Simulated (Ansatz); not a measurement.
The parent structure is MnCl₃ in the ReO3 type structure (space group Pm-3m, No. 221; a = 4.744 Å; ferromagnetic; a hypothetical phase, not in the database extracts checked).

(Cell as relaxed with PBE.)

Levels (all Ansatz, a first-principles code, PAW): PBE (420 eV, spin-orbit coupling left out); r2SCAN (500 eV, no spin-orbit coupling).

Each level relaxes its own structure.

| quantity | PBE | r2SCAN |
|---|---|---|
| volume per atom | 26.70 Å³ | … |
| lattice parameter a | 4.744 Å | … |
| band gap | zero | … |
| magnetic state | ferromagnetic | … |
| largest site moment | 3.57 μB | … |

Problem. What does r2SCAN give?

Solution. 
- volume per atom, r2SCAN: 26.56 Å³
- lattice parameter a, r2SCAN: 4.736 Å
- band gap, r2SCAN: zero
- magnetic state, r2SCAN: ferromagnetic
- largest site moment, r2SCAN: 3.78 μB

PBE's volume per atom lies 0.135 Å³ above r2SCAN's (0.5 %); PBE's lattice parameter a lies 0.008 Å above r2SCAN's (0.2 %); PBE's largest site moment lies 0.202 μB below r2SCAN's; the two agree on the band gap and magnetic state. Neither level is exact; r2SCAN is the comparison here, not a measurement.

Stability against distortions was not tested. No Hubbard U is applied and the magnetic state is the run's own (MnCl3 ferromagnetic); other magnetic orders, which need larger cells, were not tried and can change the gap.
